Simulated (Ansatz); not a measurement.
Ge on the Ca site in rock-salt CaO (start: the Ca site; 64-site cell, 2×2×2 shifted sampling). Computed with PBE, PAW (plane waves to 420 eV; Ansatz, a first-principles code). Total energies of the localised charge states, counted from that of charge +2, and their image corrections (point charge with alignment); the host's valence-band maximum lies at 7.525 eV on the cells' energy zero and its gap is 3.66 eV.

```json
[
 {"charge": "+2", "moment (μB)": "not spin-polarised", "E − E(first) (eV)": "0.000", "correction (eV)": "0.370"},
 {"charge": "+1", "moment (μB)": "1.0", "E − E(first) (eV)": "9.405", "correction (eV)": "0.118"},
 {"charge": "0", "moment (μB)": "not spin-polarised", "E − E(first) (eV)": "18.241", "correction (eV)": "0.000"}
]
```

Task: Derive the transition levels above the valence-band maximum and say which of them are thermodynamic.

Result: A level is the Fermi energy at which two charges have equal formation energy: ε(q/q′) = [E(q′) + corr(q′) − E(q) − corr(q)] / (q − q′) − E_VBM.
ε(+2/+1) = [(9.405 + 0.118) − (0.000 + 0.370)] / 1 − 7.525 = 1.63 eV
ε(+1/0) = [(18.241 + 0.000) − (9.405 + 0.118)] / 1 − 7.525 = 1.19 eV
Charge +1 lies above the lower envelope where its neighbours cross, so the level that counts is ε(+2/0) = [(18.241 + 0.000) − (0.000 + 0.370)] / 2 − 7.525 = 1.41 eV.
Thermodynamic levels at least 0.1 eV inside the gap: (+2/0) at 1.41 eV. They hold to tenths of an eV in this cell. Charges with a result: +2, +1, 0, −1. Others weren't obtained, and one of them could lie lower, also by skipping a charge. At charge −1 the carrier sat in host band states, shallow at most. Flagged in the runs: a strain field that reaches the edge of the cell.
